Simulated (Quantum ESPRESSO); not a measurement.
Worked example: relaxation of the atoms of CaAl₂Zn₂ (I4mm, 5 atoms in the cell) in Quantum ESPRESSO.

Method of the run: LDA (PZ), PSlibrary PAW (LDA) pseudopotentials (plane waves; Quantum ESPRESSO).

Input:

```fortran
&control
    calculation = 'relax',
    outdir = './work',
    pseudo_dir = './',
    forc_conv_thr = 3.9e-05,
/
&system
    ibrav = 0,
    nat = 5,
    ntyp = 3,
    ecutwfc = 50,
    ecutrho = 300,
    occupations = 'smearing',
    smearing = 'gaussian',
    degauss = 0.0073499,
/
&electrons
    conv_thr = 1.0e-11,
/
&ions
/
ATOMIC_SPECIES
Ca    40.0780  Ca.pz-spn-kjpaw_psl.1.0.0.UPF
Al    26.9815  Al.pz-n-kjpaw_psl.1.0.0.UPF
Zn    65.3800  Zn.pz-dn-kjpaw_psl.1.0.0.UPF
CELL_PARAMETERS bohr
  -3.875607184     3.875607184    10.819077016
   3.875607184    -3.875607184    10.819077016
   3.875607184     3.875607184   -10.819077016
ATOMIC_POSITIONS crystal
Ca    0.013100000    0.013100000    0.000000000
Al    0.250000000    0.750000000    0.500000000
Al    0.750000000    0.250000000    0.500000000
Zn    0.391870000    0.391870000    0.000000000
Zn    0.608130000    0.608130000    0.000000000
K_POINTS automatic
5 5 5  0 0 0
```

Log, with long lists cut:

```
     Self-consistent Calculation

     iteration #  1     ecut=    50.00 Ry     beta= 0.70

     Threshold (ethr) on eigenvalues was too large:
     Diagonalizing with lowered threshold

     c_bands:  1 eigenvalues not converged
     c_bands:  1 eigenvalues not converged

     total energy              =    -682.26439302 Ry
     estimated scf accuracy    <       0.03253582 Ry

     iteration #  2     ecut=    50.00 Ry     beta= 0.70

     total energy              =    -682.26733759 Ry
     estimated scf accuracy    <       0.00696969 Ry

     iteration #  3     ecut=    50.00 Ry     beta= 0.70
     c_bands:  1 eigenvalues not converged

     total energy              =    -682.26889836 Ry
     estimated scf accuracy    <       0.00483053 Ry

   [... 9 blocks of this kind left out ...]

     iteration # 13     ecut=    50.00 Ry     beta= 0.70

     total energy              =    -682.27009753 Ry
     estimated scf accuracy    <          2.9E-10 Ry

     iteration # 14     ecut=    50.00 Ry     beta= 0.70
     End of self-consistent calculation

     the Fermi energy is     7.7617 ev

!    total energy              =    -682.27009753 Ry
     estimated scf accuracy    <          2.3E-12 Ry
     smearing contrib. (-TS)   =      -0.00140207 Ry
     internal energy E=F+TS    =    -682.26869546 Ry

     convergence has been achieved in  14 iterations

     Forces acting on atoms (cartesian axes, Ry/au):

     atom    1 type  1   force =     0.00000000    0.00000000   -0.01375420
     atom    2 type  2   force =    -0.00000000    0.00000000    0.00478284
     atom    3 type  2   force =     0.00000000    0.00000000    0.00478284
     atom    4 type  3   force =     0.00000000    0.00000000    0.00409232
     atom    5 type  3   force =     0.00000000   -0.00000000    0.00009620

   [... lines left out ...]
     Total force =     0.015865     Total SCF correction =     0.000008
     the Fermi energy is     7.7496 ev
!    total energy              =    -682.27206945 Ry
     Total force =     0.000009     Total SCF correction =     0.000001
     bfgs converged in  15 scf cycles and  14 bfgs steps
     Final energy             =    -682.2720694537 Ry
   [... lines left out ...]
Begin final coordinates

ATOMIC_POSITIONS (crystal)
Ca               0.0026253789        0.0026253789        0.0000000000
Al               0.2526186991        0.7526186991        0.5000000000
Al               0.7526186991        0.2526186991        0.5000000000
Zn               0.3948773547        0.3948773547        0.0000000000
Zn               0.6103598681        0.6103598681        0.0000000000
End final coordinates

   JOB DONE.
```

The run converged.  The full log also holds: “WARNING: bfgs curvature condition failed, Theta= 0.861”. The full log also holds: “SCF correction compared to forces is large: reduce conv_thr to get better values”.

Summary of the result:
- Free energy E − TS: -9282.7844 eV
- Fermi level (on the code's own zero): 7.75 eV
- Relaxation steps: 14

The starting cell comes from a database of computed structures (which also holds hypothetical and non-ambient phases and stackings), without a prior relaxation at this level. Its lattice was rescaled by up to half a per cent. For this run, on top of that: one atom moved by 0.15 angstrom. The relaxation keeps the symmetry of its start, so its end need not be a minimum.

Cost on one core of a shared machine: roughly 20 min.
